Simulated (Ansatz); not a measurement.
The parent structure is TiO₂ in the anatase structure (space group I4_1/amd, No. 141; a = 3.770 Å, c = 9.552 Å).

Calculations: PBEsol (Ansatz, an electronic-structure program, PAW, scalar-relativistic without spin-orbit coupling).

Base values:

```
Item                  Result
-------------------  -------
c/a ratio              2.534
Band gap             2.11 eV
Smallest direct gap  2.44 eV
```

Perturbation: cell and atoms relaxed at a pressure of 9 GPa.

Problem. What does the calculation give for the c/a ratio after the change?

Solution. The c/a ratio drops by 0.075 to 2.459.

Problem. Estimate the effect on the band gap.

Solution. The band gap falls by 0.09 eV, from 2.11 eV to 2.02 eV.

Problem. Predict the new smallest direct gap.

Solution. The smallest direct gap rises by 0.023 eV, from 2.44 eV to 2.47 eV.

Load acts through the strain it causes; cell and atoms are relaxed under it. Whether these cells are dynamically stable was not tested. No other phases were tried under pressure. The final runs are not spin-polarised.
